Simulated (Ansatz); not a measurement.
Response to strain in Si

The parent structure is Si (space group Pm-3n, No. 223; a = 4.866 Å; a model cell, its experimental status unchecked). Axes: x, y, z lie along the cube axes.

Strains are applied to the cell and any free atomic positions relax; under biaxial strain the out-of-plane vector relaxes too; under stress the whole cell relaxes.

The values are results of PBEsol (Ansatz, a quantum-chemistry and plane-wave program), no SOC, not measurements.

Notes on the quantities. pressure: mean of the normal stresses, compression positive; energy relative to the base: free energy F.

```tsv
change	space group	pressure	volume per atom	energy relative to the base
base	Pm-3n (No. 223)	0.0 GPa	14.41 Å³	0 meV/atom
biaxial strain +0.93 %, plane normal [110], relaxed out of plane	Cccm (No. 66)	-0.3 GPa	14.48 Å³	-0.1 meV/atom
isotropic strain −1.84 %	Pm-3n (No. 223)	5.8 GPa	13.62 Å³	+13 meV/atom
isotropic strain +0.26 %	Pm-3n (No. 223)	-0.7 GPa	14.52 Å³	+0.2 meV/atom
isotropic strain +4.00 %	Pm-3n (No. 223)	-8.3 GPa	16.20 Å³	+52 meV/atom
uniaxial strain ε_xx = +5.68 %	P4_2/mmc (No. 131)	-4.2 GPa	15.22 Å³	+20 meV/atom
uniaxial strain ε_zz = +3.74 %	P4_2/mmc (No. 131)	-3.0 GPa	14.94 Å³	+9.2 meV/atom
uniaxial strain ε_zz = +5.17 %	P4_2/mmc (No. 131)	-3.9 GPa	15.15 Å³	+17 meV/atom
uniaxial stress, 5 GPa compression along z	P4_2/mmc (No. 131)	–	14.22 Å³	+10 meV/atom
tensor shear ε_yz = +1.60 %	Cccm (No. 66)	0.2 GPa	14.40 Å³	-0.9 meV/atom
```

Without a gap, meshes like the base's 10×10×10 leave anisotropic stresses uncertain by several tenths of a GPa, and small strain energies with them. Beyond what the load breaks, stability against distortions was not tested. Under tensor shear ε_yz = +1.60 % the cell ends below the base's energy or with stress of the wrong sign: the atoms slid into a distortion or the cell is elastically unstable, so the base is not a stable minimum at this level. This is not the structure that Si has at room temperature and ambient pressure.
